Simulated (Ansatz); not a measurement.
L1₂ (Cu3Au-type) Pt3Ti was calculated with PBEsol in Ansatz (plane waves, PAW).

Settings: plane-wave cutoff 520 eV, 16×16×16 k mesh, Fermi–Dirac smearing 0.032 eV (set by the program), no spin polarisation, scalar-relativistic PAW data made under PBE.

Computed at the level's own relaxed cell.

**Question.** Estimate the Voigt–Reuss–Hill bulk modulus, polycrystal shear modulus (Hill average), elastic constant C11, elastic constant C12 and elastic constant C44 that the calculation returns.

**Answer.** 
- Voigt–Reuss–Hill bulk modulus = 266 GPa
- polycrystal shear modulus (Hill average) = 126 GPa
- elastic constant C11 = 389 GPa
- elastic constant C12 = 204 GPa
- elastic constant C44 = 156 GPa

Elastic constants are with the ions relaxed.

Spin–orbit coupling is not included.

It cost about 13 core-minutes (a rough figure) of CPU time.

Ansatz is a quantum-chemistry and plane-wave program.
